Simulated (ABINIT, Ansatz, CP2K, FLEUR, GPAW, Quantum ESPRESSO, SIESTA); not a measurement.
# One structure in several programs: ScAg₄ (I4/m, 5 atoms in the cell)

Self-consistent single point.

```
ScAg4
1.0
   -3.30061     3.30061     2.04162
    3.30061    -3.30061     2.04162
    3.30061     3.30061    -2.04162
Sc Ag
1 4
Direct
  0.00000   0.00000   0.00000
  0.19961   0.59963   0.79924
  0.80039   0.40037   0.20076
  0.59963   0.80039   0.40002
  0.40037   0.19961   0.59998
```

All programs got the same cell, k-point mesh and kind of occupations (in Ansatz's words: kpoints.mp_grid.grid = 6 6 6; scf.occupations.method = fermi_dirac; scf.occupations.width = 0.1 eV); potentials, basis and cutoffs are each program's usual ones.

```json
[
 {"code": "Ansatz", "model": "LDA (PW92), PAW files made with PBE", "pressure (GPa)": "-7.78", "largest force (eV/Å)": "0.004", "k-points": "36", "cutoff": "default"},
 {"code": "CP2K", "model": "LDA (Pade form), GPW, DZVP-MOLOPT-SR-GTH basis, GTH-PADE potentials (GTH_POTENTIALS)", "pressure (GPa)": "-6.53", "largest force (eV/Å)": "0.016", "k-points": "112", "cutoff": "grid 600 Ry"},
 {"code": "GPAW", "model": "LDA (Perdew-Wang 92), GPAW PAW datasets LDA (gpaw-data 1.0.1)", "pressure (GPa)": "-7.79", "largest force (eV/Å)": "0.005", "k-points": "36", "cutoff": "850 eV"},
 {"code": "FLEUR", "model": "LDA (Perdew-Zunger), all-electron FLAPW (FLEUR), scalar-relativistic valence", "pressure (GPa)": "–", "largest force (eV/Å)": "0.009", "k-points": "36", "cutoff": "Kmax 3.9 1/bohr"},
 {"code": "Quantum ESPRESSO", "model": "LDA (PZ), GBRV 1.5 ultrasoft (LDA) pseudopotentials", "pressure (GPa)": "-7.73", "largest force (eV/Å)": "0.002", "k-points": "36", "cutoff": "50 Ry"},
 {"code": "ABINIT", "model": "LDA (PW92), norm-conserving pseudopotentials (PseudoDojo nc-sr-04 LDA standard)", "pressure (GPa)": "-7.79", "largest force (eV/Å)": "0.004", "k-points": "36", "cutoff": "43 Ha"},
 {"code": "SIESTA", "model": "LDA PW92, numerical atomic orbitals DZP, PseudoDojo LDA standard norm-conserving potentials (rewritten from UPF to PSML)", "pressure (GPa)": "-10.06", "largest force (eV/Å)": "0.022", "k-points": "132", "cutoff": "grid 400 Ry"}
]
```

A dash marks a value that a program does not give, or that is left out as unsure.

The spread over the programs that give each value: pressure within 3.53 GPa; largest force within 0.020 eV/Å.

The starting cell comes from a database of computed structures (which also holds hypothetical and non-ambient phases and stackings), without a prior relaxation at this level. On Ansatz's run: In the base run, with a pressure of about -8 GPa the cell is away from its equilibrium volume at this level.

Q: Why do the programs differ, and what cannot be compared?

A: Differences of this kind can come from the potentials, where these differ, and from what each basis and cutoff leave unconverged. The valence holds different numbers of electrons (Ansatz (a quantum-chemistry and plane-wave program) 87, CP2K 55, GPAW 79, FLEUR 79, Quantum ESPRESSO 87, ABINIT 87, SIESTA 87). The zero of total energies and Fermi levels follows the potentials and each program's conventions, so they are not compared here. CP2K and SIESTA use small atom-centred bases, whose incompleteness enters pressures, forces and empty levels differently from a plane-wave cutoff. FLEUR treats all electrons, but the usual bases taken here (sphere radii, linearisation, local orbitals, empty states) were not tested for convergence, so the values are no reference for the others. Ansatz's pressure is given at a fixed set of plane waves, as the other plane-wave codes print theirs; with its correction for the finite basis it is -7.74 GPa. The same LDA comes in different parametrisations, which differ slightly. The programs reduce the same mesh by symmetry to different extents, which changes the work and not the result. In the pressure, CP2K (by 1.25) and SIESTA (by 2.27) lie more than 1 GPa from the median of the plane-wave programs.

Keys are those of Ansatz 0.2.
